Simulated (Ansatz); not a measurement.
# SiC: biaxial strain −1.20 %, plane normal [001], relaxed out of plane

The reference is SiC in the wurtzite structure (space group P6_3mc, No. 186; a = 3.0564 Å, c = 5.0158 Å). Axes: x lies along a and z along c of the hexagonal cell.

The change: compressive biaxial strain of 1.20 % in the plane normal to [001], as in epitaxy on a mismatched substrate; the out-of-plane cell vector and the atoms relax.

Method: LDA, PAW, 420 eV (Ansatz, a program for electronic structure; scalar-relativistic without spin-orbit coupling). k-mesh 12×12×7 (Γ-centred); smearing 0.05 eV (Fermi–Dirac).

```csv
quantity,base,changed,shift
volume per atom,10.14 Å³,9.93 Å³,-0.216 Å³
shortest interatomic distance,1.871 Å,1.855 Å,-0.016 Å
"pressure (mean of the normal stresses, compression positive)",0.00 GPa,5.23 GPa,+5.23 GPa
band gap,2.13 eV,1.97 eV,-0.16 eV
gap character,"indirect, Γ → K","indirect, Γ → K",–
smallest direct gap,3.92 eV,4.08 eV,+0.16 eV
width of the top valence band,3.95 eV,4.08 eV,+0.13 eV
electron mass,"0.26 mₑ along c, 0.43 mₑ across (at K)","0.26 mₑ out of plane, 0.42 mₑ in plane (at K)",–
"valence-band top at Γ (three highest levels, from the VBM)","0.00, 0.00, -0.11 eV","0.00, 0.00, -0.27 eV",–
out-of-plane strain,–,+0.26 %,–
ratio −ε⊥/ε∥,–,0.22,–
mean in-plane stress (compression positive),–,+7.8 GPa,–
```

Effective masses come from finite differences of ±0.01 Å⁻¹. No phonon test of stability was made.
